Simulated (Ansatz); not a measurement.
Input:

```
CELL_PARAMETERS angstrom
      3.38799     0.00000     0.00000
      1.69399     2.93408     0.00000
      1.69399    -0.97803     2.72405
ATOMIC_POSITIONS crystal
  B  0.00094 0.99953 0.99860
  As 0.49906 0.25047 0.75140
```

No spin polarisation.

Calculations: LDA (Ansatz, a program for electronic structure, PAW, scalar-relativistic without spin-orbit coupling). k-mesh 12×12×12 (Γ-centred); smearing 0.05 eV (Fermi–Dirac).

### Question
Predict the smallest direct gap.

### Answer
3.11 eV.

### Question
Predict the pressure (mean of the normal stresses, compression positive).

### Answer
-3.06 GPa.

The cells carry an imposed strain or load. Stability against distortions was not tested. The cell was made from BAs in the zinc blende structure (space group F-43m, No. 216) by this change: biaxial strain +1.25 %, plane normal [111], relaxed out of plane.
